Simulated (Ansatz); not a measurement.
## SiC: pressure series

Take SiC in the zinc blende structure (space group F-43m, No. 216; a = 4.356 Å) as the base.

Cell and atoms are relaxed at each pressure.

Level of theory: r2SCAN in Ansatz (plane waves to 500 eV, PAW, no spin-orbit coupling).

Candidates:
(a) pressure 0.9 GPa
(b) pressure 4.5 GPa
(c) pressure 15 GPa
(d) pressure 9 GPa
(e) pressure 22.5 GPa

Base values:

| Property | Value |
|---|---|
| Width of the top valence band | 4.81 eV |

Question: Order them by width of the top valence band, lowest first.

Answer: (a) pressure 0.9 GPa (4.83 eV), (b) pressure 4.5 GPa (4.89 eV), (d) pressure 9 GPa (4.95 eV), (c) pressure 15 GPa (5.04 eV), (e) pressure 22.5 GPa (5.14 eV)

The levels and masses belong to the bands next to the band gap. Load acts through the strain it causes; cell and atoms are relaxed under it. Stability against distortions was not tested. No other phases were tried under pressure.

Ansatz is a first-principles code.
